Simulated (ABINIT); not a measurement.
Worked example: self-consistent single point of Cr2TeSe (P-6m2, 4 atoms in the cell) in ABINIT.

Method of the run: PBEsol, PAW (JTH v2.0 PBE PAW, files made for PBE) (plane waves; ABINIT).

```xyz
4
Lattice="3.9614 0.0000 0.0000 -1.9807 3.4307 0.0000 0.0000 0.0000 6.3378" Properties=species:S:1:pos:R:3 pbc="T T T"
Cr     1.9807     1.1436     1.5068
Cr     1.9807     1.1436     4.8310
Te     0.0000     0.0000     3.1689
Se     0.0000     2.2871     0.0000
```
Moments meant for the start (each program seeds them in its own way; μB, in the order of the atoms Cr Cr Te Se): 3.0 3.0 0.0 0.0.

Reference input (self-consistent single point, DFT, PBEsol, plane waves, PAW (JTH v2.0 PBE PAW, files made for PBE)): pseudos = [Cr.GGA_PBE-JTH.xml, Te.GGA_PBE-JTH.xml, Se.GGA_PBE-JTH.xml]; ecut = 60 Ry; pawecutdg = 120 Ry; pawxcdev = 0; ixc = -116133; nsppol = 2; occopt = 3; tsmear = 0.1 eV; ngkpt = 6 6 3; nshiftk = 1; shiftk = 0 0 0; potentials = JTH v2.0 PBE PAW. This run's input differs from it in these lines:

```diff
@@ -31,3 +31,3 @@
 kptopt 1
-ngkpt 6 6 3
+ngkpt 5 5 3
 nshiftk 1
```

Output, abridged:

```
--- !BeginCycle
solver: {iscf: 17, nstep: 100, nline: 4, wfoptalg: 10, }
tolerances: {toldfe: 1.00E-09, }
...

     iter   Etot(hartree)     deltaE(h) residm    nres2    magn
 ETOT  1  -191.81107167789    -1.92E+02 2.80E+00 4.24E+02 3.863
 ETOT  2  -194.33958440338    -2.53E+00 4.57E-02 2.36E+03 0.356
 ETOT  3  -192.51854305162     1.82E+00 7.11E-02 3.83E+01 5.252
 ETOT  4  -192.59279792311    -7.43E-02 1.57E-02 2.05E+01 6.429
 ETOT  5  -192.60464120483    -1.18E-02 1.24E-02 1.02E+01 6.789
   [... 13 lines left out ...]
 ETOT 19  -192.63262704306    -1.61E-08 2.52E-04 3.85E-07 7.707
 ETOT 20  -192.63262704787    -4.81E-09 1.07E-04 1.10E-07 7.707
 ETOT 21  -192.63262704851    -6.40E-10 1.63E-04 1.10E-08 7.707
 ETOT 22  -192.63262704861    -9.98E-11 5.89E-05 1.78E-09 7.707
 At SCF step   22, etot is converged :
  for the second time, diff in etot=  9.982E-11 < toldfe=  1.000E-09

 Cartesian components of stress tensor (hartree/bohr^3)
  sigma(1 1)=  1.48536411E-04  sigma(3 2)=  0.00000000E+00
  sigma(2 2)=  1.48536411E-04  sigma(3 1)=  0.00000000E+00
  sigma(3 3)=  1.78859839E-04  sigma(2 1)= -1.76721544E-13

 Integrated electronic and magnetization densities in atomic spheres:
 Radius=ratsph(iatom), smearing ratsm=  0.0000. Diff(up-dn)=approximate z local magnetic moment.
 Atom    Radius    up_density   dn_density  Total(up+dn)  Diff(up-dn)
    1   2.10818     7.686628     4.303455     11.990083     3.383173
    2   2.10818     7.686628     4.303455     11.990083     3.383173
    3   2.31107     1.532930     1.643729      3.176659    -0.110799
   [... lines left out ...]
 Total magnetization (from the atomic spheres):             6.580041
 Total magnetization (exact up - dn):                       7.706904
 Fermi (or HOMO) energy (hartree) =   0.03440   Average Vxc (hartree)=  -0.38544
 Fermi (or HOMO) energy (eV) =   0.93606   Average Vxc (eV)= -10.48830
   [... lines left out ...]
'-kT*entropy'       : -2.58926024737491E-03
total_energy        : -1.92632651579384E+02
total_energy_eV     : -5.24180102609625E+03
...

-Cartesian components of stress tensor (GPa)         [Pressure= -4.6675E+00 GPa]
- sigma(1 1)=  4.37009135E+00  sigma(3 2)=  0.00000000E+00
- sigma(2 2)=  4.37009135E+00  sigma(3 1)=  0.00000000E+00
- sigma(3 3)=  5.26223725E+00  sigma(2 1)= -5.19932645E-09

 Calculation completed.
```

The run converged in 22 iterations. Against the reference run the free energy is nearly the same (within 1 meV/atom), the pressure goes from -4.43 to -4.67 GPa, the largest force goes from 0.047 to 0.037 eV/Å and the size of the net moment moves little (1.94 to 1.93 μB/atom).

The starting cell comes from a database of computed structures (which also holds hypothetical and non-ambient phases and stackings), without a prior relaxation at this level. The magnetic order is the one reached from the typed start; others were not searched systematically. The potentials were made for another functional than the one used. With a pressure of about -5 GPa the cell is away from its equilibrium volume at this level.

Cost on one core of a shared machine: roughly 5 min.
